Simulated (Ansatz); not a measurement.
Input:

```xyz
1
Lattice="2.8544 0.0000 0.0000 1.4272 2.4720 0.0000 1.4272 -0.8240 2.3488" Properties=species:S:1:pos:R:3 pbc="T T T"
Ag     0.0000     0.0000     0.0000
```

No spin polarisation.

All numbers come from DFT with PBEsol, PAW potentials and a 420 eV plane-wave cutoff in Ansatz (a quantum-chemistry and plane-wave program), spin-orbit coupling left out. Settings: 28×28×28 k-points, 0.1 eV Fermi–Dirac smearing.

Question: What is the computed band gap?

Answer: Zero.

Question: What is the computed pressure (mean of the normal stresses, compression positive)?

Answer: 0.6 GPa.

The cells carry an imposed strain or load. No phonon test of stability was made. The cell was made from Ag in the fcc (Cu type) structure (space group Fm-3m, No. 225) by this change: biaxial strain −0.42 %, plane normal [111], relaxed out of plane.
